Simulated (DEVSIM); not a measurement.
Structure: Schottky contact on n-type Ge, at 250 K.

Layer 1 from the left is Ge, thickness (μm) 0.420, Nd (cm⁻³) 7.7e16, τn (s) 0.00041, τp (s) 0.00041. Layer 2 from the left is Ge, thickness (μm) 0.600, Nd (cm⁻³) 1.3e18, τn (s) 0.00041, τp (s) 0.00041.

Left contact: Schottky, work function 4.56 eV, emission velocity 2.8e6 cm/s. Right contact: ohmic. Voltage is applied to the left contact. Recombination: SRH at mid-gap, radiative, Auger. Mobility is constant in doping.

This is a model device: material constants are rounded textbook-type values typed into the input, and sizes, dopings and lifetimes were drawn at random. Values at 300 K; Nc and Nv go as T^1.5, mobilities as T to minus their exponent, the gap by Varshni's rule with the affinity fixed.

Ge: gap (eV) 0.664, affinity (eV) 4, permittivity 16, Nc (cm⁻³) 1.04e19, Nv (cm⁻³) 6e18, μn (cm²/Vs) 3900, μp (cm²/Vs) 1900, T exponent of μn 1.66, T exponent of μp 2.33, B (cm³/s) 6.4e-14, Cn (cm⁶/s) 1e-31, Cp (cm⁶/s) 1e-31, Varshni α (eV/K) 0.000477, Varshni β (K) 235.

DEVSIM, 1D drift-diffusion, Boltzmann statistics, complete ionisation; no tunnelling, impact ionisation, image-force lowering or self-heating. Metal contacts follow the ideal Schottky-Mott rule: no Fermi-level pinning, no interface dipoles.

Dark forward current:

| |V| (V) | |J| (A/cm²) |
|---|---|
| 0.05 | 0.0001671 |
| 0.10 | 0.001869 |
| 0.15 | 0.01919 |
| 0.20 | 0.1954 |
| 0.25 | 1.988 |
| 0.30 | 20.19 |
| 0.35 | 203.8 |
| 0.40 | 1957 |
| 0.45 | 14140 |

Problem. Work out the local ideality factor n = ΔV / (kT/q · ln(J2/J1)) between the rows 0.10 and 0.15 V, 0.40 and 0.45 V.

Solution. kT/q = 21.54 mV. From 0.10 to 0.15 V: ln(0.01919/0.001869) = 2.329, n = 1.00, near the 1 of diffusion or emission over a barrier. From 0.40 to 0.45 V: ln(14140/1957) = 1.978, n = 1.17; the layers' resistance at their doping, Σ W/(qμN) = 7.0e-7 Ω cm², would take 8.5 mV of this step of 50 mV.

Problem. Estimate the current at 0.25 V for emission alone, J0 = q v N_band exp(−φB/kT), and read the barrier back from the simulated current.

Solution. φB = 0.560 eV, N_band = 7.91e18 cm⁻³, J0 = 1.82e-5 A/cm²; J = J0 (exp(qV/kT) − 1) = 1.99 A/cm². The simulation gives 1.99 A/cm², the same within the digits that matter. Read backwards, the simulated current gives an apparent barrier of 0.560 eV. The estimate leaves out transport through the depletion region and minority injection.
